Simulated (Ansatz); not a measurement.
TaN (Fm-3m, No. 225; start mp-251; another space group than a measured phase of this formula): bulk modulus B0 by level of theory

No measured value is used here.

```tsv
level (code)	value (GPa)	cell (Å³/atom)
LDA (Ansatz)	377	10.28
PBE (Ansatz)	331	10.77
PBEsol (Ansatz)	___	10.47
r²SCAN (Ansatz)	352	10.62
```

Problem. What belongs in the gaps?

Solution. 
- PBEsol (Ansatz, a first-principles code), value (GPa): 358

Density-functional levels without +SOC have no spin–orbit coupling. LDA, PBE, PBEsol, r²SCAN: the bulk modulus is −V dP/dV from two relaxed cells at ±2 % in volume. LDA, PBE, PBEsol, r²SCAN: the relaxation could not lower the start's symmetry, so the cell can be a saddle point above a distorted one. Each level is taken at its own relaxed cell. Cutoffs differ between the levels. Ansatz's density-functional and Hartree–Fock values are scalar-relativistic unless marked +SOC, with PAW data made under PBE.

A start named mp-… is a Materials Project structure, which can be a computed phase never made.
